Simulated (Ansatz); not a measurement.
Given:

```yaml
crystal:
  lattice:
    - [0.00000, 3.21499, 3.21499]
    - [3.21499, 0.00000, 3.21499]
    - [3.21499, 3.21499, 0.00000]
  atoms:
    - { symbol: K, position: [0.00000, 0.00000, 0.00000] }
    - { symbol: Cl, position: [0.50000, 0.50000, 0.50000] }
```

No spin polarisation.

All numbers come from PBEsol/PAW in Ansatz (an electronic-structure program), no SOC. k-mesh 9×9×9 (Γ-centred); smearing 0.05 eV (Fermi–Dirac).

Problem. What gap character does the calculation give?

Solution. Direct at Γ.

Problem. What width of the top valence band does the calculation give?

Solution. 0.44 eV.

Problem. What electron mass does the calculation give?

Solution. 0.45 mₑ (at Γ).

The cells carry an imposed strain or load. Effective masses come from finite differences of ±0.01 Å⁻¹. No phonon test of stability was made. The cell was made from KCl in the rock salt structure (space group Fm-3m, No. 225) by this change: isotropic strain +3.00 %.
